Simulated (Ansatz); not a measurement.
CsCl-type CoAl was calculated with PBEsol in Ansatz (plane waves, PAW).

The run printed, among other lines:

```
WARN output.stress: scf.convergence.dr2_threshold = 1e-9 eV is looser than the 2e-10 eV advised for a printed stress (1e-10 eV for each atom of the cell: 2)
Crystal: 2 atoms, lattice volume = 22.491 Å³
Basis set: ecut = 520 eV, 619 PW (Γ), exchange–correlation on 48×48×48 points (8 copies of the dense FFT grid, shifted against one another)
Bands: 14, of which v1, the nominal top of the filled ones, is band 10 counted from 1 (9 counted from 0)
Symmetry: 48 space group operations
Space group: Pm-3m (ITA 221), of the structure as read, at distance tolerance 2.8e-5 Å
k-points: 286 of 8000
Functional: x = pbesol(κ = 0.804, μ = 0.12345679012345678), c = pbesol(β = 0.046)
SCF iter   1: F=—  HF=-5618.791712 eV  |F-HF|=—  |Δ(HF+E_count)|=         —  Δρ=2.79e-2  dr2=1.06e-1
SCF iter   2: F=—  HF=-5618.781527 eV  |F-HF|=—  |Δ(HF+E_count)|=   1.02e-2  Δρ=1.20e-2  dr2=2.21e-2
  ...
SCF iter   6: F=—  HF=-5618.779146 eV  |F-HF|=—  |Δ(HF+E_count)|=   2.04e-6  Δρ=4.53e-6  dr2=2.54e-9
SCF iter   7: F=-5618.779146 eV  HF=-5618.779146 eV  |F-HF|=0.00e0  |Δ(HF+E_count)|=  1.65e-10  Δρ=1.42e-7  dr2=9.13e-13
SCF 1 converged in 7 iterations: F = -5618.779146 eV  dr2 = 9.13e-13
SCF converged after 7 iterations
Free energy (F): -5618.779146 eV
Internal energy: -5618.772804 eV  (E = F + TS)
E sigma→0 (E₀):  -5618.775975 eV
Fermi energy:    14.850089 eV
--- Forces (eV/Å), atoms counted from 1 ---
  atom   1  Al     0.00000000    -0.00000000     0.00000000
  atom   2  Co    -0.00000000     0.00000000    -0.00000000
--- Stress (GPa, compression-positive) ---
        0.000943      -0.000000       0.000000
        0.000000       0.000943       0.000000
        0.000000       0.000000       0.000943
  P = ⅓ Tr σ = 0.0009 GPa (0.009 kbar)
```

Problem. Write an input file that produces this run.

Solution. One answer among several that fit: 
Ansatz 0.2 input:
```yaml
crystal:
  lattice:
    - [2.8227261771, 0.0, 0.0]
    - [0.0, 2.8227261771, 0.0]
    - [0.0, 0.0, 2.8227261771]
  atoms:
    - { symbol: Al, position: [0.5, 0.5, 0.5] }
    - { symbol: Co, position: [0.0, 0.0, 0.0] }
basis:
  ecutwfc: 520
  ecutrho_ratio: 4
  xc_grid: 2
kpoints:
  mp_grid: { grid: [20, 20, 20] }
hamiltonian:
  xc: pbesol
  dispersion: none
  pseudopotentials: { kind: paw }
scf:
  occupations: { method: fermi_dirac, width: 0.05 }
  convergence: { dr2_threshold: 0.000000001 }
output:
  forces: true
  stress: true
  eigenvalues: true
```

The PAW data were made under PBE.

Ansatz is an electronic-structure program.
